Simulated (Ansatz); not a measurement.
Where the default PAW files enter, the runs use the earlier of Ansatz's two default sets.

Inside the gap of an insulator the Bloch states are evanescent, with a wavenumber k + iκ along the transport direction.

Consider the following.

```yaml
crystal:
  lattice:
    - [2.69349, 0.00000, 0.00000]
    - [0.00000, 5.98661, 0.00000]
    - [0.00000, 2.99330, 2.99330]
  atoms:
    - { symbol: Si, position: [0.50000, 0.50000, 0.00000] }
    - { symbol: Si, position: [0.00000, 0.00000, 0.00000] }
    - { symbol: O, position: [0.00000, 0.30684, 0.38632] }
    - { symbol: O, position: [0.00000, 0.69316, 0.61368] }
    - { symbol: O, position: [0.50000, 0.19316, 0.00000] }
    - { symbol: O, position: [0.50000, 0.80684, 0.00000] }
```

Space group of this cell: P4_2/mnm, rutile. The cell is taken as given; by r2SCAN its mean pressure is -9.7 GPa.

Transport runs along the normal of the first two printed cell vectors, the (110) plane of the conventional cell.

The gap is the functional's own. No spin-orbit coupling. Mid-gap values are interpolated on the energy grid.

### Question
Compute, with r2SCAN (Ansatz, a program for electronic structure), the band gap and the smallest decay constant κ at mid-gap.

### Answer
Gap 5.97 eV on a 12×10×10 mesh; κ = 0.415 1/Å, at the zone centre.
